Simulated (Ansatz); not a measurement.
Ba2YHO3 (model structure, Immm, No. 71, 7 atoms in the cell), treated with PBE+SOC (PAW; Ansatz, a first-principles code).

The input as run:

Ansatz 0.2 input:
```yaml
crystal:
  lattice:
    - [-2.1735561907, 2.0667856885, 6.8026666681]
    - [2.1735561907, -2.0667856885, 6.8026666681]
    - [2.1735561907, 2.0667856885, -6.8026666681]
  atoms:
    - { symbol: Y, position: [0.0, 0.0, 0.0] }
    - { symbol: O, position: [0.0, 0.5, 0.5] }
    - { symbol: H, position: [0.5, 0.0, 0.5] }
    - { symbol: O, position: [0.1643778645, 0.1643778645, 0.0] }
    - { symbol: O, position: [0.8356221355, 0.8356221355, 0.0] }
    - { symbol: Ba, position: [0.3483650311, 0.3483650311, 0.0] }
    - { symbol: Ba, position: [0.6516349689, 0.6516349689, 0.0] }
basis:
  ecutwfc: 520
  ecutrho_ratio: 4
  xc_grid: 2
kpoints:
  mp_grid: { grid: [12, 12, 12] }
  band_path:
    path:
      - [0.0, 0.0, 0.0]
      - [0.125, 0.125, -0.125]
      - [0.25, 0.25, -0.25]
      - [0.375, 0.375, -0.375]
      - [0.5, 0.5, -0.5]
      - [0.462179, 0.537821, -0.537821]
      - [0.424359, 0.575641, -0.575641]
      - [0.386538, 0.613462, -0.613462]
      - [0.348718, 0.651282, -0.651282]
      - [0.310897, 0.689103, -0.689103]
      - [0.273077, 0.726923, -0.726923]
      - [-0.273077, 0.273077, -0.273077]
      - [-0.238942, 0.238942, -0.238942]
      - [-0.204807, 0.204807, -0.204807]
      - [-0.170673, 0.170673, -0.170673]
      - [-0.136538, 0.136538, -0.136538]
      - [-0.102404, 0.102404, -0.102404]
      - [-0.068269, 0.068269, -0.068269]
      - [-0.034135, 0.034135, -0.034135]
      - [-0.03936, 0.03936, 0.03936]
      - [-0.078721, 0.078721, 0.078721]
      - [-0.118081, 0.118081, 0.118081]
      - [-0.157441, 0.157441, 0.157441]
      - [-0.196802, 0.196802, 0.196802]
      - [-0.236162, 0.236162, 0.236162]
      - [-0.275523, 0.275523, 0.275523]
      - [0.275523, 0.724477, -0.275523]
      - [0.312935, 0.687065, -0.312935]
      - [0.350348, 0.649652, -0.350348]
      - [0.387761, 0.612239, -0.387761]
      - [0.425174, 0.574826, -0.425174]
      - [0.462587, 0.537413, -0.462587]
      - [0.0, 0.071429, -0.071429]
      - [0.0, 0.142857, -0.142857]
      - [0.0, 0.214286, -0.214286]
      - [0.0, 0.285714, -0.285714]
      - [0.0, 0.357143, -0.357143]
      - [0.0, 0.428571, -0.428571]
      - [0.0, 0.5, -0.5]
      - [-0.035714, 0.535714, -0.464286]
      - [-0.071429, 0.571429, -0.428571]
      - [-0.107143, 0.607143, -0.392857]
      - [-0.142857, 0.642857, -0.357143]
      - [-0.178571, 0.678571, -0.321429]
      - [-0.214286, 0.714286, -0.285714]
      - [-0.25, 0.75, -0.25]
      - [-0.214286, 0.714286, -0.214286]
      - [-0.178571, 0.678571, -0.178571]
      - [-0.142857, 0.642857, -0.142857]
      - [-0.107143, 0.607143, -0.107143]
      - [-0.071429, 0.571429, -0.071429]
      - [-0.035714, 0.535714, -0.035714]
      - [0.0, 0.5, 0.0]
      - [0.0, 0.428571, 0.0]
      - [0.0, 0.357143, 0.0]
      - [0.0, 0.285714, 0.0]
      - [0.0, 0.214286, 0.0]
      - [0.0, 0.142857, 0.0]
      - [0.0, 0.071429, 0.0]
      - [-0.05, 0.05, 0.0]
      - [-0.1, 0.1, 0.0]
      - [-0.15, 0.15, 0.0]
      - [-0.2, 0.2, 0.0]
      - [-0.25, 0.25, 0.0]
      - [-0.3, 0.3, 0.0]
      - [-0.35, 0.35, 0.0]
      - [-0.4, 0.4, 0.0]
      - [-0.45, 0.45, 0.0]
      - [-0.5, 0.5, 0.0]
    npoints: 1
hamiltonian:
  xc: pbe
  dispersion: none
  pseudopotentials: { kind: paw }
scf:
  occupations: { method: fermi_dirac, width: 0.01 }
  convergence: { dr2_threshold: 0.0000000007 }
output:
  forces: true
  stress: true
  eigenvalues: true
  write_bands: true
magnetization:
  noncollinear: true
  spin_orbit: true
```

From the output:

```
Crystal: 7 atoms, lattice volume = 122.238 Å³
Basis set: ecut = 520 eV, 3263 PW (Γ), FFT grids on a1+a3, a2+a3, a3, exchange–correlation on 64×72×120 points (8 copies of the dense FFT grid, shifted against one another)
Bands: 64, of which v1, the nominal top of the filled ones, is band 50 counted from 1 (49 counted from 0)
Symmetry: 8 space group operations + 8 with time reversal
k-points: 280 of 1728
Initial density: superposition of atomic densities (chi_scale 0.1, normalization cell, long waves kept (reshape's long-wave potential 0.01 eV rms))
Functional: x = pbe(κ = 0.804, μ = 0.2195149727645171), c = pbe(β = 0.06672455060314922)
spin=Noncollinear: Resta preconditioning applied to the charge; magnetization (m_x, m_y, m_z) channels mix plain (no charge-response kernel on spin).
SCF 1 converged in 10 iterations: F = -17485.627996 eV  dr2 = 6.99e-10
SCF converged after 10 iterations
Free energy (F): -17485.627996 eV
Internal energy: -17485.627996 eV  (E = F + TS)
E sigma→0 (E₀):  -17485.627996 eV
Fermi energy:    9.743780 eV
--- Forces (eV/Å), atoms counted from 1 ---
  atom   1  Y      0.00000000     0.00000000    -0.00000000
  atom   2  O      0.00000000     0.00000000    -0.00000000
  atom   3  H      0.00000000     0.00000000     0.00000000
  atom   4  O      0.00000000     0.00000000     0.07706875
  atom   5  O     -0.00000000     0.00000000    -0.07706875
  atom   6  Ba     0.00000000     0.00000000    -0.00505510
  atom   7  Ba    -0.00000000     0.00000000     0.00505510
--- Stress (GPa, compression-positive) ---
        3.692788      -0.000000       0.000000
       -0.000000       2.995785       0.000000
        0.000000       0.000000       4.042223
  P = ⅓ Tr σ = 3.5769 GPa (35.769 kbar)
```

Note: the relaxation could raise the start's symmetry but not lower it, so the cell can be a saddle point. Note: cell and atoms aren't relaxed at this level (largest force component 0.08 eV/Å, pressure 3.6 GPa).

Cost on a shared machine: about 15 core-minutes (a rough figure).

A model structure was made by putting elements into a prototype or built by hand; it is no filed structure, need not be a known phase, and can be a saddle point held by its symmetry.
